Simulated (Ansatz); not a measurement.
Reference: CaPd2 (Fd-3m), PBEsol, DFPT electron-phonon coupling, linearised Boltzmann equation (plane waves, PAW, scalar-relativistic; Ansatz, a program for electronic structure); geometry: relaxed with this functional, without spin-orbit coupling.

```xyz
6
Lattice="0.0000 3.8035 3.8035 3.8035 0.0000 3.8035 3.8035 3.8035 0.0000" Properties=species:S:1:pos:R:3 pbc="T T T"
Ca     5.7052     5.7052     5.7052
Ca     3.8035     3.8035     3.8035
Pd     2.8526     0.9509     2.8526
Pd     0.9509     0.9509     0.9509
Pd     0.9509     2.8526     2.8526
Pd     2.8526     2.8526     0.9509
```

- resistivity at 300 K: 18.6 μΩ·cm

Q: Replace Pd by Pt on the same sites and relax. What happens?

A: CaPt2 (Fd-3m): volume per atom 18.3 to 18.3 Å³; resistivity at 300 K rises (18.6 μΩ·cm to 26 μΩ·cm).

Q: Swap Ca for Sr, keeping the structure type. How do these values move?

A: SrPd$_{2}$ (Fd-3m): volume per atom 18.3 to 19.6 Å³; resistivity at 300 K rises (18.6 μΩ·cm to 24 μΩ·cm).

Moves up to 12 % count as about the same. Metals; harmonic phonons alone scatter; means over directions. Halving the electron mesh moves these values by up to 8 %; q meshes are mostly untested. Spin-orbit coupling is left out.

Formula and space group known from diffraction (Crystallography Open Database), not checked to be the room-temperature form: SrPd2 (Fd-3m). Computed structure with no diffraction record at hand here (it may be known, metastable or hypothetical): CaPd2 (Fd-3m), CaPt2 (Fd-3m). The missing spin-orbit coupling matters most for CaPt2 (Fd-3m).
